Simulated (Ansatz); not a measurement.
Defect migration in silicon strained by -1.5 % along x and y, z held: interstitial Li, charge state +1. Level of theory: PBE, PAW (plane waves to 420 eV; Ansatz, a quantum-chemistry and plane-wave program).

Cell of 64 host sites held at the strained lattice (strain from the relaxed PBE one, atoms relaxed); a 2×2×2 k-point mesh shifted by half a step; Fermi-Dirac width 0.01 eV, spin-restricted; finite-size errors left in. Energies are static. The charge state is imposed; whether it is stable for some Fermi level was not computed. Sites that were not tried may lie lower.

Barriers: single points on a 3×3×3 k-point mesh shifted by half a step at the bands' geometries.

Relaxed starting cell (atoms counted from 1):

```yaml
crystal:
  lattice:
    - [10.77590, 0.00000, 0.00000]
    - [0.00000, 10.77590, 0.00000]
    - [0.00000, 0.00000, 10.94000]
  atoms:
    - { symbol: Si, position: [0.99962, 0.99992, 0.25122] }
    - { symbol: Si, position: [0.99966, 0.99994, 0.74950] }
    - { symbol: Si, position: [0.99957, 0.49997, 0.25022] }
    - { symbol: Si, position: [0.99964, 0.49991, 0.75053] }
    - { symbol: Si, position: [0.49964, 0.99998, 0.25020] }
    - { symbol: Si, position: [0.49962, 0.99992, 0.75052] }
    - { symbol: Si, position: [0.49959, 0.49995, 0.25067] }
    - { symbol: Si, position: [0.49960, 0.49999, 0.75003] }
    - { symbol: Si, position: [0.12526, 0.37517, 0.12606] }
    - { symbol: Si, position: [0.12396, 0.37577, 0.62437] }
    - { symbol: Si, position: [0.12913, 0.87034, 0.12957] }
    - { symbol: Si, position: [0.12512, 0.87453, 0.62543] }
    - { symbol: Si, position: [0.62367, 0.37582, 0.12469] }
    - { symbol: Si, position: [0.62451, 0.37513, 0.62527] }
    - { symbol: Si, position: [0.62451, 0.87441, 0.12602] }
    - { symbol: Si, position: [0.62371, 0.87562, 0.62436] }
    - { symbol: Si, position: [0.99972, 0.25158, 0.00042] }
    - { symbol: Si, position: [0.99955, 0.24950, 0.50038] }
    - { symbol: Si, position: [0.99952, 0.74833, 0.00037] }
    - { symbol: Si, position: [0.99960, 0.75038, 0.50037] }
    - { symbol: Si, position: [0.49954, 0.24962, 0.00037] }
    - { symbol: Si, position: [0.49969, 0.25031, 0.50033] }
    - { symbol: Si, position: [0.49968, 0.75025, 0.00037] }
    - { symbol: Si, position: [0.49951, 0.74957, 0.50039] }
    - { symbol: Si, position: [0.12501, 0.12542, 0.37528] }
    - { symbol: Si, position: [0.12929, 0.12960, 0.87107] }
    - { symbol: Si, position: [0.12396, 0.62422, 0.37619] }
    - { symbol: Si, position: [0.12514, 0.62485, 0.87474] }
    - { symbol: Si, position: [0.62383, 0.12432, 0.37626] }
    - { symbol: Si, position: [0.62444, 0.12555, 0.87471] }
    - { symbol: Si, position: [0.62442, 0.62489, 0.37546] }
    - { symbol: Si, position: [0.62376, 0.62411, 0.87594] }
    - { symbol: Si, position: [0.25122, 0.99989, 0.00033] }
    - { symbol: Si, position: [0.24922, 0.99999, 0.50034] }
    - { symbol: Si, position: [0.24933, 0.49999, 0.00031] }
    - { symbol: Si, position: [0.24987, 0.49997, 0.50027] }
    - { symbol: Si, position: [0.74804, 0.99996, 0.00032] }
    - { symbol: Si, position: [0.75004, 0.99994, 0.50034] }
    - { symbol: Si, position: [0.74987, 0.49991, 0.00033] }
    - { symbol: Si, position: [0.74925, 0.50001, 0.50034] }
    - { symbol: Si, position: [0.37473, 0.37506, 0.37549] }
    - { symbol: Si, position: [0.37550, 0.37584, 0.87597] }
    - { symbol: Si, position: [0.37548, 0.87565, 0.37631] }
    - { symbol: Si, position: [0.37478, 0.87430, 0.87470] }
    - { symbol: Si, position: [0.87522, 0.37580, 0.37632] }
    - { symbol: Si, position: [0.87408, 0.37504, 0.87475] }
    - { symbol: Si, position: [0.87417, 0.87446, 0.37528] }
    - { symbol: Si, position: [0.87001, 0.87035, 0.87110] }
    - { symbol: Si, position: [0.24989, 0.25021, 0.25072] }
    - { symbol: Si, position: [0.25322, 0.25354, 0.74678] }
    - { symbol: Si, position: [0.25323, 0.74647, 0.25380] }
    - { symbol: Si, position: [0.24987, 0.74964, 0.75002] }
    - { symbol: Si, position: [0.74611, 0.25352, 0.25377] }
    - { symbol: Si, position: [0.74932, 0.25024, 0.75004] }
    - { symbol: Si, position: [0.74933, 0.74965, 0.25069] }
    - { symbol: Si, position: [0.74606, 0.74644, 0.74678] }
    - { symbol: Si, position: [0.37470, 0.12546, 0.12600] }
    - { symbol: Si, position: [0.37552, 0.12431, 0.62439] }
    - { symbol: Si, position: [0.37551, 0.62408, 0.12468] }
    - { symbol: Si, position: [0.37464, 0.62477, 0.62522] }
    - { symbol: Si, position: [0.87010, 0.12948, 0.12956] }
    - { symbol: Si, position: [0.87413, 0.12534, 0.62550] }
    - { symbol: Si, position: [0.87397, 0.62474, 0.12598] }
    - { symbol: Si, position: [0.87529, 0.62408, 0.62442] }
    - { symbol: Li, position: [0.99979, 0.00004, 0.00012] }
```
Cell charge +1.

End state 1 differs by these moves (Å; atoms that move under 0.08 Å are left out):

| atom | element | Δx | Δy | Δz |
|---|---|---|---|---|
| 2 | Si | -0.05 | 0.05 | -0.04 |
| 11 | Si | -0.05 | 0.05 | -0.04 |
| 65 | Li | 1.34 | -1.34 | -1.36 |

### Question
What forward and backward barriers to end state 1 does PBE, PAW give?

### Answer
forward 0.64 eV, backward 0.64 eV; at the saddle point atom 65 has neighbours 4 Si at 2.34, 2 Si at 2.36 Å. The saddle point's order was not checked, and it lies on a symmetry element of the cell, where a band can be held.
